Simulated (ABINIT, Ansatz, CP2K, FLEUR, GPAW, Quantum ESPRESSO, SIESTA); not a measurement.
## One structure in several programs: Li₃YSb₂ (P-3m1, 6 atoms in the cell)

Self-consistent single point.

```xyz
6
Lattice="4.5315 0.0000 0.0000 -2.2657 3.9244 0.0000 0.0000 0.0000 7.1874" Properties=species:S:1:pos:R:3 pbc="T T T"
Li     0.0000     2.6163     4.6791
Li     2.2657     1.3081     2.5083
Li     0.0000     0.0000     3.5937
Y      0.0000     0.0000     0.0000
Sb     0.0000     2.6163     1.7915
Sb     2.2657     1.3081     5.3959
```

Shared settings, as Ansatz (a first-principles code) writes them: kpoints.mp_grid.grid = 6 6 3; scf.occupations.method = fermi_dirac; scf.occupations.width = 0.136 eV. Potentials and cutoffs stand in the table.

| code | model | pressure (GPa) | largest force (eV/Å) | cutoff |
|---|---|---|---|---|
| GPAW | LDA (Perdew-Wang 92), GPAW PAW datasets LDA (gpaw-data 1.0.1) | -3.25 | 0.156 | 600 eV |
| FLEUR | LDA (Perdew-Zunger), all-electron FLAPW (FLEUR), scalar-relativistic valence | – | 0.111 | Kmax 4.6 1/bohr |
| SIESTA | LDA PW92, numerical atomic orbitals DZP, PseudoDojo LDA standard norm-conserving potentials (rewritten from UPF to PSML) | -3.31 | 0.161 | grid 400 Ry |
| Quantum ESPRESSO | LDA (PW92), PseudoDojo standard norm-conserving (LDA) pseudopotentials | -3.35 | 0.112 | 85 Ry |
| CP2K | LDA (Pade form), GPW, DZVP-MOLOPT-SR-GTH basis, GTH-PADE potentials (GTH_POTENTIALS) | -3.20 | 0.174 | grid 500 Ry |
| ABINIT | LDA (PW92), norm-conserving pseudopotentials (PseudoDojo nc-sr-04 LDA standard) | -3.35 | 0.112 | 42 Ha |
| Ansatz | LDA (PW92), PAW files made with PBE | -3.36 | 0.111 | default |

Size of the force on each atom (eV/Å): Sizes of forces hide their directions.

| code | Li1 | Li2 | Li3 | Y4 | Sb5 | Sb6 |
|---|---|---|---|---|---|---|
| GPAW | 0.009 | 0.009 | 0.000 | 0.000 | 0.156 | 0.156 |
| FLEUR | 0.006 | 0.006 | 0.000 | 0.000 | 0.111 | 0.111 |
| SIESTA | 0.015 | 0.015 | 0.000 | 0.000 | 0.161 | 0.161 |
| Quantum ESPRESSO | 0.007 | 0.007 | 0.000 | 0.000 | 0.112 | 0.112 |
| CP2K | 0.009 | 0.009 | 0.000 | 0.000 | 0.174 | 0.174 |
| ABINIT | 0.007 | 0.007 | 0.000 | 0.000 | 0.112 | 0.112 |
| Ansatz | 0.007 | 0.007 | 0.000 | 0.000 | 0.111 | 0.111 |

A dash marks a value that a program does not give, or that is left out as unsure.

On Ansatz's run: spin-orbit coupling is off.

The spread over the programs that give each value: pressure within 0.16 GPa; largest force within 0.063 eV/Å.

SIESTA and CP2K use small atom-centred bases, whose incompleteness enters pressures, forces and empty levels differently from a plane-wave cutoff. FLEUR treats all electrons, but the usual bases taken here (sphere radii, linearisation, local orbitals, empty states) were not tested for convergence, so the values are no reference for the others. Ansatz's pressure is given at a fixed set of plane waves, as the other plane-wave codes print theirs.

The starting cell comes from a database of computed structures (which also holds hypothetical and non-ambient phases and stackings), without a prior relaxation at this level.

Keys are those of Ansatz 0.2.
